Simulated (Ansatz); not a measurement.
CaF2 in the fluorite structure (space group Fm-3m, No. 225)

```yaml
crystal:
  lattice:
    - [0.00000, 2.71960, 2.71960]
    - [2.71960, 0.00000, 2.71960]
    - [2.71960, 2.71960, 0.00000]
  atoms:
    - { symbol: Ca, position: [0.00000, 0.00000, 0.00000] }
    - { symbol: F, position: [0.25000, 0.25000, 0.25000] }
    - { symbol: F, position: [0.75000, 0.75000, 0.75000] }
```

Computed with r2SCAN (Ansatz, an electronic-structure program, PAW, no spin-orbit coupling). Γ-centred 11×11×11 mesh, Fermi–Dirac width 0.05 eV.

The volume per atom comes out as 13.41 Å³ and the density comes out as 3.22 g/cm³. The band gap is 8.03 eV, indirect, X → Γ. The electron mass is 0.56 mₑ. The lowest conduction-band minima above the VBM is Γ 8.03 eV; X along ⟨100⟩ 8.79 eV and the total energy comes out as -1149.373 eV/atom (σ→0; compares only within this code and set-up).

Effective masses come from finite differences of ±0.01 Å⁻¹. Whether these cells are dynamically stable was not tested.
